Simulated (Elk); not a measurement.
Worked example: self-consistent single point of TaAl3 (I4/mmm, 4 atoms in the cell) in Elk.

Level of theory: PBEsol, all-electron FP-LAPW, Elk's shipped species files, APW+lo basis with extra local orbitals in Elk.

The change in words: lattice scaled by 0.98. Reference geometry:
```
TaAl3
1.0
   -1.91710     1.91710     4.25129
    1.91710    -1.91710     4.25129
    1.91710     1.91710    -4.25129
Ta Al
1 3
Direct
  0.00000   0.00000   0.00000
  0.50000   0.50000   0.00000
  0.75000   0.25000   0.50000
  0.25000   0.75000   0.50000
```

Reference input (self-consistent single point, DFT, PBEsol, all-electron FP-LAPW, Elk's shipped species files, APW+lo basis with extra local orbitals): xctype = 22; rgkmax = 8; stype = 0; swidth = 0.00367493 Ha; ngridk = 11 11 11; tforce = true; gmaxvr = 18 1/bohr; lmaxapw = 10; lmaxo = 8; nxlo = 2; lorbcnd = true; lradstp = 2. This run's input differs from it in these lines:

```diff
@@ -49,5 +49,5 @@
 avec
-   -3.6227939535    3.6227939535    8.0337832250
-    3.6227939535   -3.6227939535    8.0337832250
-    3.6227939535    3.6227939535   -8.0337832250
+   -3.5503380744    3.5503380744    7.8731073715
+    3.5503380744   -3.5503380744    7.8731073715
+    3.5503380744    3.5503380744   -7.8731073715
```

Output (repeated stretches shortened):

```
│ Self-consistent loop started │
│ Loop number : 1 │
 total energy                :     -16345.7265941
│ Loop number : 2 │
 total energy                :     -16346.0352049
RMS change in Kohn-Sham potential (target) :   0.3763319386     (  0.1000000000E-05)
Absolute change in total energy (target)   :   0.3086108302     (  0.1000000000E-03)
│ Loop number : 3 │
 total energy                :     -16345.1152292
RMS change in Kohn-Sham potential (target) :   0.3428084592     (  0.1000000000E-05)
Absolute change in total energy (target)   :   0.8428230023     (  0.1000000000E-03)
│ Loop number : 4 │
   [... lines left out ...]
Absolute change in total energy (target)   :   0.2070948540E-03 (  0.1000000000E-03)
│ Loop number : 14 │
 total energy                :     -16348.5989686
RMS change in Kohn-Sham potential (target) :   0.9415370155E-07 (  0.1000000000E-05)
Absolute change in total energy (target)   :   0.1140148197E-03 (  0.1000000000E-03)
│ Loop number : 15 │
 total energy                :     -16348.5989766
RMS change in Kohn-Sham potential (target) :   0.3929870281E-07 (  0.1000000000E-05)
Absolute change in total energy (target)   :   0.3653744170E-04 (  0.1000000000E-03)
Convergence targets achieved

│ Loop number : 16 │

Energies :
 Fermi                       :     0.385034693229
 total energy                :     -16348.5989751

Density of states at Fermi energy :    15.68509913
 (states/Hartree/unit cell)

Estimated indirect band gap :   0.5194632095E-04
 from k-point    126 to k-point    119
Estimated direct band gap   :   0.6294808302E-02
 at k-point    123

Charges :
 core                        :    58.00000000
 valence                     :    54.00000000
 interstitial                :    6.724597679
 muffin-tins (core leakage)
  species :    1 (Ta)
   atom    1                 :    71.66331891     (  0.4194915633E-06)
  species :    2 (Al)
   atom    1                 :    11.22497831     (  0.7845247173E-03)
   atom    2                 :    11.19355255     (  0.7801220445E-03)
   [... lines left out ...]
   total force               :     0.00000000    0.00000000    0.00000000
   total magnitude           :     0.00000000
  atom :    3
   Hellmann-Feynman          :    -0.00000000    0.00000000    0.00000000
   IBS                       :     0.00000000    0.00000000    0.00000000
   total force               :     0.00000000    0.00000000    0.00000000
   total magnitude           :     0.00000000
```

The run converged in 16 iterations. The count includes the last loop, which Elk runs after its targets are met. Against the reference run the total energy rises by 24.6 meV/atom.

The starting cell comes from a database of computed structures (which also holds hypothetical and non-ambient phases and stackings), without a prior relaxation at this level. For this run, on top of that: lattice scaled by 0.98. Spin-orbit coupling is off. Spin polarisation is off. Values depend on the basis (sphere radii, cutoffs, local orbitals), which need not be converged. The log's line on a gap gives a spacing of levels on this mesh, which the program prints for metals too.

Cost on one core of a shared machine: roughly 10 min.
